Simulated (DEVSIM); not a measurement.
Device: Co/SiO2/p-Ge capacitor, at 300 K.

| layer (left to right) | material | thickness (nm) | Na (cm⁻³) |
|---|---|---|---|
| 1 | SiO2 | 7.10 | - |
| 2 | Ge | 6300 | 9e15 |

Metal gate on the left, work function 5 eV. Fixed charge at the semiconductor interface 0 cm⁻² (in units of +e); interface traps 1.3e11 cm⁻² eV⁻¹, uniform in energy, neutral level at 0.5 of the gap above the valence band.

The device is made up for the run: typed textbook-type constants, with dimensions and the other settings drawn at random. Values at 300 K.

| parameter | SiO2 | Ge |
|---|---|---|
| gap (eV) | 9 | 0.664 |
| affinity (eV) | 0.9 | 4 |
| permittivity | 3.9 | 16 |
| Nc (cm⁻³) | - | 1.04e19 |
| Nv (cm⁻³) | - | 6e18 |

Model (solved in DEVSIM): 1D Poisson equation in equilibrium, Boltzmann statistics, complete ionisation; no quantum confinement or tunnelling. Metal contacts follow the ideal Schottky-Mott rule: no Fermi-level pinning, no interface dipoles.

Give the band bending (positive: bands bend down) and minority sheet density.


| Vg (V) | ψs (V) | minority carriers (cm⁻²) |
|---|---|---|
| -0.2 | -0.166 | < 1e8 |
| -0.05 | -0.151 | < 1e8 |
| 0.1 | -0.131 | < 1e8 |
| 0.25 | -0.101 | < 1e8 |
| 0.4 | -0.051 | < 1e8 |
| 0.55 | 0.035 | < 1e8 |
| 0.7 | 0.150 | < 1e8 |
| 0.85 | 0.275 | 2.5e9 |
| 1 | 0.379 | 9.4e10 |
| 1.15 | 0.427 | 3.9e11 |
| 1.3 | 0.454 | 7.6e11 |
| 1.45 | 0.472 | 1.2e12 |
| 1.6 | 0.486 | 1.6e12 |
